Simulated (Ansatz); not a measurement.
System: corundum Ga₂O₃ (metastable phase). Method: r²SCAN0 (PAW; Ansatz, a first-principles code).

Numerical settings: plane-wave cutoff 520 eV, 6×6×6 k mesh, Fermi–Dirac smearing 0.01 eV, scalar-relativistic PAW data made under PBE.

Cell (measured lattice):

```
Ga2O3
1.0
    0.00000     2.87520    -4.47667
    2.49000    -1.43760    -4.47667
   -2.49000    -1.43760    -4.47667
Ga O
4 6
Direct
  0.85561   0.85561   0.85561
  0.35561   0.35561   0.35561
  0.14439   0.14439   0.14439
  0.64439   0.64439   0.64439
  0.44719   0.05281   0.75000
  0.05281   0.75000   0.44719
  0.55281   0.94719   0.25000
  0.25000   0.55281   0.94719
  0.94719   0.25000   0.55281
  0.75000   0.44719   0.05281
```

**Question.** Predict the band gap and smallest direct gap on the k points sampled.

**Answer.** 
- band gap = 5.87 eV (on the SCF k mesh) (indirect)
- smallest direct gap on the k points sampled = 6.12 eV

Note: cell and atoms aren't relaxed at this level (largest force component 0.09 eV/Å, pressure -5.3 GPa).

Spin–orbit coupling is not included.
